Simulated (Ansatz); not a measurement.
Start from ZnCu in the CsCl type structure (space group Pm-3m, No. 221).

```xyz
2
Lattice="2.9188 0.0000 0.0000 0.0000 2.9188 0.0000 0.0000 0.0000 2.9188" Properties=species:S:1:pos:R:3 pbc="T T T"
Zn     0.0000     0.0000     0.0000
Cu     1.4594     1.4594     1.4594
```

All numbers come from r2SCAN, PAW, 500 eV (Ansatz, a program for electronic structure; no SOC).

Before the change:

The volume per atom is 12.43 Å³.

Perturbation: a hydrostatic pressure of 100 GPa.

What does the calculation give for the volume per atom after the change?

The volume per atom decreases by 3.50 Å³ to 8.93 Å³.

Load acts through the strain it causes; cell and atoms are relaxed under it. Stability against distortions was not tested. Competing high-pressure phases were not computed. The final runs are not spin-polarised.
